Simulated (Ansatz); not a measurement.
**Ansatz (a quantum-chemistry and plane-wave program) run on TaOs3 (P4mm, 4 atoms in the cell): self-consistent single point**

Level of theory: LDA (PW92), default PAW files made with PBE (plane waves; Ansatz).

The input file:

Ansatz 0.2 input:
```yaml
# TaOs3
crystal:
  lattice:
    - [3.903225, 0.000000, 0.000000]
    - [0.000000, 3.903225, 0.000000]
    - [0.000000, 0.000000, 3.903225]
  atoms:
    - { symbol: Ta, position: [0.000000, 0.000000, 0.012810] }
    - { symbol: Os, position: [0.000000, 0.500000, 0.500000] }
    - { symbol: Os, position: [0.500000, 0.000000, 0.500000] }
    - { symbol: Os, position: [0.500000, 0.500000, 0.000000] }
basis:
  ecutwfc: 30.9 Ry
kpoints:
  mp_grid:
    grid: [9, 9, 9]
hamiltonian:
  xc: lda
  pseudopotentials:
    kind: paw
scf:
  occupations:
    method: gaussian
    width: 0.0073 Ry
output:
  forces: true
  eigenvalues: true
  stress: true
```

Output (repeated stretches shortened):

```
WARN ansatz: RAYON_NUM_THREADS=1 ignored (pool sized by the plan → 1); use --threads N
Pseudopotentials: kind: paw
Pseudopotential: Ta, paw, valence charge 13
Pseudopotential: Os, paw, valence charge 16
Crystal: 4 atoms, lattice volume = 59.466 Å³
Basis set: ecut = 420.4159175005146 eV, 1189 PW (Γ)
Bands: 37, of which v1, the nominal top of the filled ones, is band 31 counted from 1 (30 counted from 0)
Symmetry: 8 space group operations
Space group: P4mm (ITA 99), of the structure as read, at distance tolerance 3.9e-5 Å
k-points: 75 of 729 (time reversal used)
PAW frozen core: Ta, regenerated for the run's functional, and the local potential with it
PAW frozen core: Os, regenerated for the run's functional, and the local potential with it
Initial density: superposition of atomic densities (neutral atoms: chi_scale 0, normalization atom), corrected by the library's trained network
Initial wavefunctions: pseudopotential atomic-orbital guess
Eigensolver: davidson
Functional: x = slater, c = lda
SCF iter   1: F=—  HF=-43038.531888 eV  |F-HF|=—  |Δ(HF+E_count)|=         —  Δρ=8.44e-3  dr2=3.13e-2  ethr=1.77e-3  ⟨swp⟩=5.1  Hψ=9341  notcnv=0
all-band conjugate gradients solve this SCF's bands
preconditioner: auto → Kerker (q_TF=auto, 2.740 Å⁻¹)
SCF iter   2: F=—  HF=-43038.528478 eV  |F-HF|=—  |Δ(HF+E_count)|=   3.41e-3  Δρ=4.69e-3  dr2=1.19e-2  ethr=5.13e-5  ⟨swp⟩=1.9  Hψ=3752  notcnv=0
SCF iter   3: F=—  HF=-43038.525623 eV  |F-HF|=—  |Δ(HF+E_count)|=   2.86e-3  Δρ=5.57e-4  dr2=2.10e-4  ethr=1.94e-5  ⟨swp⟩=2.0  Hψ=3691  notcnv=0
SCF iter   4: F=—  HF=-43038.525572 eV  |F-HF|=—  |Δ(HF+E_count)|=   5.13e-5  Δρ=1.07e-4  dr2=4.42e-6  ethr=3.44e-7  ⟨swp⟩=2.0  Hψ=3711  notcnv=0  defer=1
SCF iter   5: F=—  HF=-43038.525568 eV  |F-HF|=—  |Δ(HF+E_count)|=   3.36e-6  Δρ=2.69e-5  dr2=4.45e-7  ethr=7.24e-9  ⟨swp⟩=2.4  Hψ=3796  notcnv=0  defer=1
SCF iter   6: F=-43038.525568 eV  HF=-43038.525568 eV  |F-HF|=3.83e-9  |Δ(HF+E_count)|=   1.26e-7  Δρ=3.82e-6  dr2=7.81e-9  ethr=1.64e-10  ⟨swp⟩=7.7  Hψ=10243  notcnv=0
SCF 1 converged in 6 iterations: F = -43038.525568 eV  dr2 = 7.81e-9
SCF converged after 6 iterations
Free energy (F): -43038.525568 eV
Harris-Foulkes:  -43038.525568 eV  (|F-HF|=3.83e-9)
Internal energy: -43038.501995 eV  (E = F + TS)
E sigma→0 (E₀):  -43038.513782 eV
Entropy (-TS):   -0.023573 eV (-5.893 meV/atom)
Fermi energy:    23.350860 eV
--- Per-component energies (eV) ---
  E_band       = -338.553109
  E_kinetic    = 2055.552830
  E_local      = -3055.880745  (includes V_loc(G=0)·N_el)
  E_nonlocal   = 35.912590
  E_hartree    = 1224.279182
  E_xc         = -1013.238870
  E_vxc        = -1057.237582  (∫ρ·V_xc dr)
  E_paw        = -34391.918706  (= ΣΔE_a)
  E_vpaw       = -765.459313  (= ΣTr[D̂ρ^β])
  E_aug_tail   = -0.000155  (compensation charges beyond the density's cutoff)
  E_ewald      = -7894.555228
  E_core_change = 1.347105  (= ΣΔE_core)
  E_smearing   = -0.023573  (= −TS)
  E_closure    = 0.000000  (closes the sum)
  Σ components = -43038.525568   (vs F -43038.525568, Δ=0.00e0)
--- Forces (eV/Å), atoms counted from 1 ---
  atom   1  Ta    -0.00000000     0.00000000    -0.51925367
  atom   2  Os     0.00000000     0.00000000     0.25960995
  atom   3  Os     0.00000000     0.00000000     0.25960995
  atom   4  Os    -0.00000000     0.00000000     0.00004414
  max |Σ_I F_I| component: 1.04e-5 eV/Å
--- Stress (GPa, compression-positive) ---
       -8.814616       0.000000       0.000000
        0.000000      -8.814616       0.000000
        0.000000       0.000000      -8.822920
  P = ⅓ Tr σ = -8.8174 GPa (-88.174 kbar)
  The stress holds the Pulay correction. Without it, at fixed plane waves, as pw.x and ABINIT print it: P = -8.8621 GPa
--- Band table (eV; the first three rows and the last of 75) ---
  k-point 0: bands = ["-62.5311", "-62.4544", "-62.4536", "-44.1042", "-22.2153", "-22.2145", "-22.2145", "-21.7953", "-21.7952", "-21.7952", "-21.6152", "-21.6144", "-21.6144", "-10.6447", "-10.6440", "-10.6440", "13.5559", "16.7720", "16.8367", [...]
  k-point 1: bands = ["-62.5290", "-62.4565", "-62.4536", "-44.1042", "-22.2041", "-22.2041", "-22.1981", "-21.7985", "-21.7985", "-21.7966", "-21.6342", "-21.6216", "-21.6216", "-10.6538", "-10.6464", "-10.6464", "13.7474", "16.8825", "16.9590", [...]
  k-point 2: bands = ["-62.5231", "-62.4623", "-62.4535", "-44.1043", "-22.1756", "-22.1756", "-22.1484", "-21.8097", "-21.8097", "-21.7999", "-21.6882", "-21.6395", "-21.6395", "-10.6767", "-10.6525", "-10.6525", "14.3020", "17.1027", "17.3568", [...]
  k-point 74: bands = ["-62.4811", "-62.4789", "-62.4782", "-44.1031", "-22.4279", "-22.1195", "-22.1189", "-22.1188", "-21.6856", "-21.6845", "-21.5974", "-21.5972", "-21.5955", "-10.6649", "-10.6606", "-10.6604", "16.6491", "16.7528", "16.7541", [...]
```

The run converged in 6 iterations.

The starting cell comes from a database of computed structures (which also holds hypothetical and non-ambient phases and stackings), without a prior relaxation at this level. Its lattice was rescaled by up to half a per cent. One atom was moved a little off its site on purpose. Spin-orbit coupling is off. Spin polarisation is off. With a pressure of about -9 GPa the cell is away from its equilibrium volume at this level. Ansatz's pressure includes its estimate of the finite-basis (Pulay) stress.
